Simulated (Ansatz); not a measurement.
Cell of CaF2-ML on CaF2-ML (facing F atop F, which symmetry holds and which is mostly a maximum against sliding; CaF2-ML a predicted or substrate-bound sheet, here free), with its geometry taken from a PBE+D3(BJ) run:

```xyz
6
Lattice="3.5918 0.0000 0.0000 -1.7959 3.1106 0.0000 0.0000 0.0000 24.9000" Properties=species:S:1:pos:R:3 pbc="T T T"
F      1.7959     1.0369     8.9548
Ca     0.0000     0.0000     9.9188
F      0.0000     2.0737    10.8762
F      0.0000     2.0737    14.0238
Ca     1.7959     1.0369    14.9812
F      0.0000     0.0000    15.9452
```

Computed with r2SCAN (plane waves to 500 eV, PAW; Ansatz, a program for electronic structure). No spin–orbit coupling. Its k-point mesh 9×9×1, Fermi–Dirac width 0.01 eV. A dipole correction is on.

Question: Give the plane-averaged electrostatic potential energy of an electron along the normal (the smooth PAW potential), about its mean over the cell, from 5 Å under the lowest atom to 5 Å over the highest.

Answer: (z (Å), V (eV)): (4.020, 2.55); (4.150, 2.55); (4.409, 2.55); (4.539, 2.55); (4.798, 2.55); (4.928, 2.55); (5.188, 2.55); (5.317, 2.55); (5.577, 2.55); (5.706, 2.55); (5.966, 2.55); (6.095, 2.55); (6.355, 2.55); (6.484, 2.55); (6.614, 2.55); (6.873, 2.55); (7.003, 2.54); (7.263, 2.52); (7.392, 2.51); (7.652, 2.43); (7.781, 2.35); (8.041, 2.01); (8.170, 1.73); (8.430, -0.56); (8.559, -2.32); (8.819, -5.43); (8.948, -6.58); (9.078, -7.58); (9.338, -9.24); (9.467, -9.93); (9.727, -11.37); (9.856, -12.06); (10.116, -11.35); (10.245, -10.56); (10.505, -9.30); (10.634, -8.52); (10.894, -6.57); (11.023, -5.39); (11.283, -2.24); (11.413, -0.48); (11.542, 1.01); (11.802, 1.96); (11.931, 2.17); (12.191, 2.35); (12.320, 2.39); (12.580, 2.39); (12.709, 2.35); (12.969, 2.17); (13.098, 1.96); (13.358, 1.01); (13.488, -0.48); (13.617, -2.24); (13.877, -5.39); (14.006, -6.57); (14.266, -8.52); (14.395, -9.30); (14.655, -10.56); (14.784, -11.35); (15.044, -12.06); (15.173, -11.37); (15.433, -9.93); (15.563, -9.24); (15.822, -7.58); (15.952, -6.58); (16.081, -5.43); (16.341, -2.32); (16.470, -0.56); (16.730, 1.73); (16.859, 2.01); (17.119, 2.35); (17.248, 2.43); (17.508, 2.51); (17.638, 2.52); (17.897, 2.54); (18.027, 2.55); (18.286, 2.55); (18.416, 2.55); (18.545, 2.55); (18.805, 2.55); (18.934, 2.55); (19.194, 2.55); (19.323, 2.55); (19.583, 2.55); (19.713, 2.55); (19.972, 2.55); (20.102, 2.55); (20.361, 2.55); (20.491, 2.55); (20.750, 2.55); (20.880, 2.55)
